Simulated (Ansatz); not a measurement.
Levels about the gap of amorphous Si24O48Cu3 (75 atoms in a cell of 1121 Å³, 2.42 g/cm³; zone centre alone, so wide bands show as single levels with stretches between that a denser mesh fills), at the geometry that PBE relaxed, where it gives 0.8 GPa on a denser mesh. Exact exchange is cut at the faces of this small cell, which leaves a finite-size error. The participation number counts the atoms over which a state spreads; weights are charges in smoothed Voronoi cells. The levels come from a single point, so bond lengths are those of that geometry. Method of the levels: HSE06, scalar-relativistic without spin-orbit coupling (Ansatz, a first-principles code). Sampling: the zone centre alone; Fermi-Dirac width 0.01 eV; collinear spin, started from moments on atoms (at the end a net moment of 1.0 μB). In the spin-polarised cell the level spacing at the Fermi energy can part levels of unlike spin. At PBE the levels at the empty edge of the gap are localised (band-tail or defect states), and the nearest spread-out levels lie 2.6 eV apart at the zone centre.

A CHGNet melt-quench gave the starting glass, which DFT then relaxed. O atoms were pushed apart under 1.9 Å during the dynamics, to hinder bonds among them. The hot cell started wider than the set density and was brought back towards it in steps. It is the lowest in DFT energy of 2 quenches. It is a model cell: composition and starting density were chosen by hand, and all elements were melted together. No dispersion term was used. Its density started from a set value of 2.42 and ended at 2.42 g/cm³. The simulated quench (nominally 480 K/ps over its main leg) is rapid and tends to freeze in more defects than a deposited or slowly cooled glass has. One small periodic cell is one sample of the glass; other quenches scatter about these values. The volume was held where the preparation left it, at a PBE pressure of 0.8 GPa. Stress components on the final sampling reach 2.1 GPa.

| E - E(highest filled), eV | filling | spin | participation number | largest on | weight Cu | weight O | weight Si |
|---|---|---|---|---|---|---|---|
| -1.11 | filled | dn | 2.4 | Cu, 2 neighbours | 0.55 | 0.42 | 0.03 |
| -0.89 | filled | dn | 2.5 | Cu, 2 neighbours | 0.67 | 0.25 | 0.08 |
| -0.82 | filled | up | 4.8 | Si, 2 neighbours | 0.36 | 0.26 | 0.37 |
| -0.80 | filled | dn | 5.9 | Si, 2 neighbours | 0.41 | 0.26 | 0.33 |
| -0.16 | filled | up | 4.9 | Cu, 4 neighbours | 0.53 | 0.24 | 0.23 |
| -0.16 | filled | dn | 4.9 | Cu, 4 neighbours | 0.53 | 0.24 | 0.23 |
| 0.00 | filled | up | 4.8 | Cu, 2 neighbours | 0.36 | 0.38 | 0.26 |
| 2.11 | empty | dn | 4.9 | Cu, 2 neighbours | 0.37 | 0.37 | 0.26 |
| 4.02 | empty | up | 32.2 | Cu, 4 neighbours | 0.15 | 0.57 | 0.28 |
| 4.08 | empty | dn | 28.5 | Si, 2 neighbours | 0.15 | 0.55 | 0.30 |
| 4.30 | empty | up | 3.9 | Si, 2 neighbours | 0.04 | 0.41 | 0.55 |
| 4.31 | empty | dn | 4.2 | Si, 2 neighbours | 0.04 | 0.43 | 0.54 |
| 4.90 | empty | up | 22.0 | Cu, 4 neighbours | 0.30 | 0.51 | 0.19 |
| 4.97 | empty | dn | 18.6 | Cu, 4 neighbours | 0.31 | 0.52 | 0.17 |

Most localised among these is the filled level at -1.11 eV, on a Cu atom, which has 2 neighbours (O 1.89 Å, Si 2.41 Å).
